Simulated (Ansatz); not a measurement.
Input and output of a relaxation of the atoms for CdHClO (P3m1, 8 atoms in the cell) (Ansatz, an electronic-structure program).

Computed with LDA (PW92), default PAW files made with PBE (plane waves; Ansatz).

The change in words: one atom moved by 0.15 angstrom; relax: default → atoms; relax.f_tol: default → 0.02 eV/Å. Reference geometry:
```yaml
crystal:
  lattice:
    - [3.75361, 0.00000, 0.00000]
    - [-1.87681, 3.25073, 0.00000]
    - [0.00000, 0.00000, 10.47164]
  atoms:
    - { symbol: Cd, position: [0.66667, 0.33333, 0.49219] }
    - { symbol: Cd, position: [0.33333, 0.66667, 0.99219] }
    - { symbol: H, position: [0.00000, 0.00000, 0.31842] }
    - { symbol: H, position: [0.00000, 0.00000, 0.81842] }
    - { symbol: Cl, position: [0.66667, 0.33333, 0.15574] }
    - { symbol: Cl, position: [0.33333, 0.66667, 0.65574] }
    - { symbol: O, position: [0.00000, 0.00000, 0.41324] }
    - { symbol: O, position: [0.00000, 0.00000, 0.91324] }
```

Reference input (self-consistent single point, DFT, LDA (PW92), plane waves, default PAW files made with PBE): basis.ecutwfc = 420 eV; kpoints.mp_grid.grid = 8 8 3; hamiltonian.xc = lda; hamiltonian.pseudopotentials = {kind: paw} (the program's default PAW files); scf.occupations.method = fixed. This run's input differs from it in these lines:

```diff
@@ -6,3 +6,3 @@
   atoms:
-    - { symbol: Cd, position: [0.666667, 0.333333, 0.492190] }
+    - { symbol: Cd, position: [0.666667, 0.333333, 0.506514] }
     - { symbol: Cd, position: [0.333333, 0.666667, 0.992190] }
@@ -26,2 +26,4 @@
     method: fixed
+relax:
+  f_tol: 0.02
 output:
```

Output, abridged:

```
   [... SCF lines of the steps left out ...]
relax step   1: F+E_penalty+E_count = -19469.02949853 eV  Δ(F+E_penalty+E_count) = +0.000e0 eV  max|allowed force component| = 1.042e0 eV/Å  Δτ_max = 0.0000 Å  (7 SCF iters, dr2 threshold 1.00e-5 eV, accepted)
relax step   2: F+E_penalty+E_count = -19469.12116757 eV  Δ(F+E_penalty+E_count) = -9.167e-2 eV  max|allowed force component| = 7.906e-1 eV/Å  Δτ_max = 0.1920 Å  (7 SCF iters, dr2 threshold 6.79e-5 eV, accepted)
relax step   3: F+E_penalty+E_count = -19469.18736449 eV  Δ(F+E_penalty+E_count) = -6.620e-2 eV  max|allowed force component| = 1.092e-1 eV/Å  Δτ_max = 0.0774 Å  (6 SCF iters, dr2 threshold 3.91e-5 eV, accepted)
relax step   4: F+E_penalty+E_count = -19469.18614176 eV  Δ(F+E_penalty+E_count) = +1.223e-3 eV  max|allowed force component| = 3.732e-2 eV/Å  Δτ_max = 0.0661 Å  (8 SCF iters, dr2 threshold 7.45e-7 eV, rejected (line search))
relax step   5: F+E_penalty+E_count = -19469.18859054 eV  Δ(F+E_penalty+E_count) = -1.226e-3 eV  max|allowed force component| = 1.021e-2 eV/Å  Δτ_max = 0.0228 Å  (8 SCF iters, accepted)
the relaxation is at rest under the 6 symmetry operations that the run kept from its start: a minimum is not shown …
Free energy (F): -19469.188591 eV
Internal energy: -19469.188591 eV  (E = F + TS)
E sigma→0 (E₀):  -19469.188591 eV
Fermi energy:    4.161186 eV
--- Forces (eV/Å), atoms counted from 1 ---
  atom   1  Cd    -0.00000000    -0.00000000    -0.00462060
  atom   2  Cd     0.00000000     0.00000000    -0.00971503
  atom   3  H     -0.00000000    -0.00000000    -0.00447907
  atom   4  H      0.00000000     0.00000000    -0.01021030
  atom   5  Cl     0.00000000     0.00000000     0.00639170
  atom   6  Cl    -0.00000000    -0.00000000     0.00585072
   [... lines left out ...]
    - { symbol: Cl, position: [0.6666666666666666, 0.3333333333333333, 0.14766182629072372] }
    - { symbol: Cl, position: [0.3333333333333333, 0.6666666666666667, 0.6469726387831009] }
    - { symbol: O, position: [1.0849258658739326e-32, 1.1750495275167124e-33, 0.4193641824881117] }
    - { symbol: O, position: [-1.0244188614576301e-32, -3.248664586843887e-33, 0.9201707165345484] }
```

The run converged. 

Summary of the result:
```
Item                                                      Result
------------------------------------------------  --------------
Free energy E − TS (on the zero of these files)   -19469.1886 eV
Top of the valence band (on the code's own zero)         4.16 eV
Gap on the k-point mesh                                  2.25 eV
Pressure                                               -5.03 GPa
Largest force (vector length)                         0.010 eV/Å
Relaxation steps                                               5
```

The starting cell comes from a database of computed structures (which also holds hypothetical and non-ambient phases and stackings), without a prior relaxation at this level. Its lattice was rescaled by up to half a per cent. For this run, on top of that: one atom moved by 0.15 angstrom. The relaxation keeps the symmetry of its start, so its end need not be a minimum. Ansatz's pressure includes its estimate of the finite-basis (Pulay) stress.

Cost on one core of a shared machine: roughly 60 s.

Keys are those of Ansatz 0.2.
